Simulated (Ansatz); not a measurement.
Base system: ZnCu in the CsCl type structure (space group Pm-3m, No. 221; a = 2.9642 Å; relaxed with 0.1 eV smearing). Axes: x, y, z lie along the cube axes.

The values are results of PBE in Ansatz (plane waves to 420 eV, PAW, no SOC), not measurements.

Modification: every lattice vector is shortened by 3.00 %; the atoms relax in the strained cell.

Task: Predict the stress tensor and what it implies for the stiffness.

Result: Stress of the strained cell less that of the base (GPa, compression positive):
```
   13.2     0.0     0.0
    0.0    13.2     0.0
    0.0     0.0    13.2
```

Then B = −ΔP/(ΔV/V₀) with ΔV/V₀ = -0.0873 gives secant stiffness values (nonlinear terms included at this strain): B ≈ 151 GPa.

As a check, the harmonic strain energy −½ V₀ Δσ:ε is 48 meV/atom; the computed energy rise is 43 meV/atom.

No phonon test of stability was made. All final runs are without spin polarisation.

Ansatz is a program for electronic structure.
